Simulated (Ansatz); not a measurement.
Consider BiSb in the zinc blende structure (space group F-43m, No. 216; a = 7.022 Å; a hypothetical phase, not in the database extracts checked).

Calculations: Ansatz (a first-principles code), PBEsol, PAW, cutoff 420 eV, spin-orbit coupling left out.

One change was made to it. Results:

```
quantity                          base    after
-----------------------------  -------  -------
band gap                          zero     zero
shortest interatomic distance  3.041 Å  2.774 Å
```

Task: What was done to the base?
A. Sb → B
B. Sb → Te
C. Bi → P
D. Sb → P

Result: D, Sb → P. For comparison, the shortest interatomic distance in the other runs: Sb → Te gives 3.079 Å; Sb → B gives 2.362 Å; Bi → P gives 2.689 Å.

With Bi present, leaving out spin-orbit coupling can change the band edges. Whether these cells are dynamically stable was not tested. As relaxed here, BiP, BiTe, BiB and SbP are hypothetical phases, not in the database extracts checked. The final runs are not spin-polarised. An odd electron count without spin: BiTe.
